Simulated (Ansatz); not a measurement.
**Point-defect migration in 2H silicon carbide**

Some mobile defects of 2H silicon carbide. Calculation: PBE, PAW (plane waves to 420 eV; Ansatz, a program for electronic structure).

Each figure is the lowest single hop between equivalent sites among the routes that converged and passed our checks, counted from the lowest site run. It need not be the barrier to long-range diffusion, and untried routes may lie lower. Climbing-image NEB, static nuclei, fixed cells, no finite-size correction; on the finer meshes named, energies are single points at the band's geometries. Saddle orders were checked for a part of the study's bands only and are not shown. Charge states are imposed.

| Defect | Route | Hop (Å) | Direction in the unit cell | Neighbours at the saddle | Cell | Barrier (eV) |
|---|---|---|---|---|---|---|
| interstitial Cu, charge +1 | Cu moves farthest | 2.54 | (0.00, 0.00, 0.50) | 3 C at 2.00, 3 C at 2.57; 3 Si at 2.03 Å | 72 sites, 2×2×2 shifted along c | 1.37 |
| interstitial Li, charge +1 | Li moves farthest | 2.54 | (0.00, 0.00, 0.50) | 3 C at 1.85; 3 Si at 1.97 Å | 72 sites, 2×2×2 shifted along c | 1.81 |
| interstitial Na, charge +1 | Na moves farthest | 2.53 | (0.00, 0.00, 0.50) | 3 C at 1.95; 3 Si at 2.08 Å | 72 sites, 2×2×2 shifted along c | 3.59 |
